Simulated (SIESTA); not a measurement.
Band structure of Mg₂Sn (Fm-3m, 3 atoms in the cell).

```yaml
crystal:
  lattice:
    - [0.00000, 3.38068, 3.38068]
    - [3.38068, 0.00000, 3.38068]
    - [3.38068, 3.38068, 0.00000]
  atoms:
    - { symbol: Mg, position: [0.25000, 0.25000, 0.25000] }
    - { symbol: Mg, position: [0.75000, 0.75000, 0.75000] }
    - { symbol: Sn, position: [0.00000, 0.00000, 0.00000] }
```

Computed with SIESTA with GGA PBE, numerical atomic orbitals DZP, PseudoDojo PBE standard norm-conserving potentials (rewritten from UPF to PSML).

Settings: XC.functional = GGA; XC.authors = PBE; potentials = PseudoDojo PBE standard; PAO.BasisSize = DZP; PAO.EnergyShift = 0.005 Ry; MeshCutoff = 300 Ry; kgrid.MonkhorstPack = 9 9 9; OccupationFunction = FD; ElectronicTemperature = 232.09 K; MaxSCFIterations = 150; SCF.Mixer.Method = Pulay; SCF.Mixer.Weight = 0.25; SCF.Mixer.History = 6; SCF.DM.Tolerance = 1.0E-04.

The starting cell has typed, rounded lattice constants, without a prior relaxation at this level. Its lattice was rescaled by a random factor within 2.5 % of one. Values carry the incompleteness of an atom-centred basis.

Levels in eV from the Fermi level, bands 14 to 19:
```
point     14     15     16     17     18    19
-----  -----  -----  -----  -----  -----  ----
Γ      -9.24   0.18   0.18   0.18   1.58  2.26
X      -7.31  -4.78  -2.11  -2.11  -0.35  0.16
W      -7.30  -3.92  -3.92  -2.75   2.94  3.05
K      -7.36  -4.34  -3.65  -1.77   0.31  2.74
L      -7.90  -4.97  -0.78  -0.78   0.55  2.36
U      -7.36  -4.34  -3.65  -1.77   0.31  2.74
```

Bands cross the Fermi level along this path, so the cell is metallic at this level.

Higher empty bands are left out: an atom-centred basis made for the valence describes them poorly.
